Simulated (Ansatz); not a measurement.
V_Si+V_N in beta Si3N4: one set of geometries, relaxed with PBE, evaluated in Ansatz (PAW, plane waves to 420 eV, 500 eV under r2SCAN) with PBE, r2SCAN.

Details: 84-site cell; 2×2×2 shifted k-points; start: the Si(1,4-fold) site; N(3,3-fold) 1.75 Å away; charged states image-corrected; finite-size errors of tenths of an eV; relaxed from one start, so a lower configuration may exist; flagged in the runs: a host whose relaxation on this sampling wasn't shown to rest, a strain field that reaches the edge of the cell.

```json
[
 {"quantity": "host gap (eV)", "PBE": "4.25", "r2SCAN": "…"},
 {"quantity": "ε(0/−1) above the VBM (eV)", "PBE": "0.35", "r2SCAN": "…"},
 {"quantity": "neutral formation energy against N2 molecule in a box, silicon (eV)", "PBE": "11.95", "r2SCAN": "…"},
 {"quantity": "largest moment on one atom at charge 0 (μB)", "PBE": "0.52", "r2SCAN": "…"},
 {"quantity": "largest moment on one atom at charge −1 (μB)", "PBE": "0.38", "r2SCAN": "…"}
]
```

**Question.** Given the lower rungs, what does r2SCAN give?

**Answer.** 
- host gap (eV), r2SCAN: 4.90
- ε(0/−1) above the VBM (eV), r2SCAN: 0.78
- neutral formation energy against N2 molecule in a box, silicon (eV), r2SCAN: 12.93
- largest moment on one atom at charge 0 (μB), r2SCAN: 0.56
- largest moment on one atom at charge −1 (μB), r2SCAN: 0.44

Ansatz is a quantum-chemistry and plane-wave program.
